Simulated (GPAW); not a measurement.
Input and output of a self-consistent single point for LaB6 (Pm-3m, 7 atoms in the cell) (GPAW).

Level of theory: PBE, GPAW PAW datasets PBE (gpaw-data 1.0.1) (plane waves; GPAW).

The change in words: lattice scaled by 0.98. Reference geometry:
```yaml
crystal:
  lattice:
    - [4.18625, 0.00000, 0.00000]
    - [0.00000, 4.18625, 0.00000]
    - [0.00000, 0.00000, 4.18625]
  atoms:
    - { symbol: La, position: [0.00000, 0.00000, 0.00000] }
    - { symbol: B, position: [0.80012, 0.50000, 0.50000] }
    - { symbol: B, position: [0.19988, 0.50000, 0.50000] }
    - { symbol: B, position: [0.50000, 0.80012, 0.50000] }
    - { symbol: B, position: [0.50000, 0.19988, 0.50000] }
    - { symbol: B, position: [0.50000, 0.50000, 0.80012] }
    - { symbol: B, position: [0.50000, 0.50000, 0.19988] }
```

Reference input (self-consistent single point, DFT PBE, plane waves, GPAW PAW datasets PBE (gpaw-data 1.0.1)): mode = pw; ecut = 950 eV; xc = PBE; kpts = 7 7 7; mesh shift (steps) = 0 0 0; occupations.name = methfessel-paxton; occupations.width = 0.136 eV; occupations.order = 0; nbands = -11; convergence.density = 1e-05 e/electron; symmetry.symmorphic = false; symmetry.tolerance = 0.0005. This run's input differs from it in these lines:

```diff
@@ -5,5 +5,5 @@
 atoms = Atoms(['La', 'B', 'B', 'B', 'B', 'B', 'B'],
-              cell=[[4.186246, 0.000000, 0.000000],
-                    [0.000000, 4.186246, 0.000000],
-                    [0.000000, 0.000000, 4.186246]],
+              cell=[[4.102521, 0.000000, 0.000000],
+                    [0.000000, 4.102521, 0.000000],
+                    [0.000000, 0.000000, 4.102521]],
               scaled_positions=[[0.000000, 0.000000, 0.000000],
```

Log, with long lists cut:

```
     iter     time        total  log10-change:
                         energy   eigst   dens
iter:   1 --:--:--   -53.281654
iter:   2 --:--:--   -52.335387   -0.52  -0.81
iter:   3 --:--:--   -50.646148   +0.16  -0.84
iter:   4 --:--:--   -49.001571   -0.74  -1.12
iter:   5 --:--:--   -48.850589   -1.31  -1.45
iter:   6 --:--:--   -48.925723   -1.44  -1.53
iter:   7 --:--:--   -48.807902   -1.68  -1.62
iter:   8 --:--:--   -48.822749   -2.45  -2.17
iter:   9 --:--:--   -48.829192   -2.44  -2.15
iter:  10 --:--:--   -48.816911c  -3.18  -2.40
iter:  11 --:--:--   -48.813587   -3.57  -2.78
iter:  12 --:--:--   -48.813961c  -4.16  -2.87
   [... lines left out ...]
iter:  15 --:--:--   -48.812698c  -4.92  -2.82
iter:  16 --:--:--   -48.812540c  -5.45  -2.82
   [... 15 lines left out ...]
iter:  32 --:--:--   -48.811035c  -6.72  -3.80
iter:  33 --:--:--   -48.811037c  -6.94  -3.82
iter:  34 --:--:--   -48.811037c  -6.81  -3.85
iter:  35 --:--:--   -48.811037c  -6.81  -4.16
iter:  36 --:--:--   -48.811037c  -7.52c -4.40
iter:  37 --:--:--   -48.811038c  -6.78  -4.51
iter:  38 --:--:--   -48.811038c  -7.67c -4.62
iter:  39 --:--:--   -48.811038c  -8.23c -4.81
iter:  40 --:--:--   -48.811038c  -8.66c -4.85
iter:  41 --:--:--   -48.811037c  -8.32c -4.88
iter:  42 --:--:--   -48.811037c  -8.81c -5.17c
Converged after 42 iterations.

Dipole moment: (0.000000, 0.000000, 0.000000) |e|*Ang

Energy contributions relative to reference atoms: (reference = -235130.060125)

Kinetic:        +59.936978
Potential:      -47.746254
External:        +0.000000
XC:             -60.383536
Entropy (-ST):   -0.017414
Local:           -0.609518
SIC:             +0.000000
--------------------------
Free energy:    -48.819744
Extrapolated:   -48.811037

Showing only first 2 kpts
 Kpt  Band  Eigenvalues  Occupancy
  0    12      9.54173    2.00000
  0    13      9.54173    2.00000
  0    14     11.68228    0.03196
  0    15     11.68228    0.03196

  1    12      9.01952    2.00000
  1    13      9.60846    2.00000
  1    14     10.81810    2.00000
  1    15     12.28293    0.00000

Fermi level: 11.47602

No gap
   [... lines left out ...]
  1 B     0.16845   -0.00000    0.00000
  2 B    -0.16845    0.00000    0.00000
  3 B    -0.00000    0.16845    0.00000
  4 B    -0.00000   -0.16845    0.00000
  5 B    -0.00000    0.00000    0.16845
  6 B    -0.00000    0.00000   -0.16845

Stress tensor:
    -0.045771     0.000000     0.000000
     0.000000    -0.045771     0.000000
     0.000000     0.000000    -0.045771
Stress (GPa, Voigt): [-7.3333 -7.3333 -7.3333  0.      0.      0.    ]
```

The run converged in 42 iterations. GPAW prints stress with tension positive. Against the reference run the free energy goes up by 6.5 meV/atom and the largest force goes from 0.060 to 0.168 eV/Å.

At such cutoffs GPAW's stress carries a finite-basis (Pulay) error, which enters relaxed cells too; its log prints stress with tension positive.

The starting cell comes from a database of computed structures (which also holds hypothetical and non-ambient phases and stackings), without a prior relaxation at this level. Its lattice was rescaled by a random factor within 2.5 % of one. For this run, on top of that: lattice scaled by 0.98.

Cost on one core of a shared machine: roughly 2 min.
